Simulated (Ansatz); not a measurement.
Here is the system:

Host crystal: wurtzite AlN, with a band gap (PBE, scalar-relativistic without spin-orbit coupling).

End structure of CO on the 1x1 (10-10) surface of wurtzite AlN (cut with top plane Al + N), one in a 2x1 cell, started at the site 'hollow Al-Al-N-N':

```
CELL_PARAMETERS angstrom
      6.26051     0.00000     0.00000
      0.00000     5.01816     0.00000
      0.00000     0.00000    28.50000
ATOMIC_POSITIONS crystal
  Al 0.25000 0.02241 0.35083
  Al 0.75000 0.02241 0.35083
  N  0.25000 0.37314 0.34316
  N  0.75000 0.37314 0.34316
  Al 0.00000 0.48987 0.37024
  Al 0.50000 0.48987 0.37024
  N  0.00000 0.87145 0.37292
  N  0.50000 0.87145 0.37292
  Al 0.00000 0.99850 0.43815
  Al 0.50000 0.99850 0.43815
  N  0.00000 0.37756 0.43675
  N  0.50000 0.37756 0.43675
  Al 0.25000 0.49439 0.46754
  Al 0.75000 0.49439 0.46754
  N  0.25000 0.87668 0.46832
  N  0.75000 0.87668 0.46832
  Al 0.24996 0.99513 0.53219
  Al 0.75004 0.99496 0.53241
  N  0.24995 0.37646 0.53141
  N  0.75003 0.37754 0.53184
  Al 0.00167 0.49762 0.56221
  Al 0.49810 0.49760 0.56221
  N  0.00091 0.87740 0.56326
  N  0.49890 0.87736 0.56326
  Al 0.99909 0.98984 0.62883
  Al 0.50070 0.98988 0.62882
  N  0.00167 0.37336 0.62683
  N  0.49809 0.37325 0.62684
  Al 0.24990 0.50465 0.65623
  Al 0.74998 0.52143 0.64809
  N  0.24993 0.87467 0.65850
  N  0.74993 0.87279 0.65646
  C  0.25076 0.20948 0.71117
  O  0.25180 0.13277 0.74923
```

Set-up: 34 atoms, 8.9 Å thick at the start under the adsorbate (thin: gaps and levels are the slab's own); mesh 3x3x1; 0.01 eV smearing; dipole correction on; single point; no symmetry held, on the structure that PBE left; no spin, no spin-orbit, no U, no dispersion correction. At the end it is bonded to Al. In PBE it is, or lies within 0.03 eV of, the lowest of the starts that converged; the order may differ at this level.

A negative adsorption energy means that the adsorbate is more stable on the surface than in its reference.

Question: What is the computed adsorption energy against CO(g) at the same level (HSE06, at the PBE geometry (Ansatz, a first-principles code))?

Answer: -56 kJ/mol

Question: What change of the step from the bottom to the top vacuum level, against the clean slab does HSE06, at the PBE geometry give?

Answer: 0.16 eV
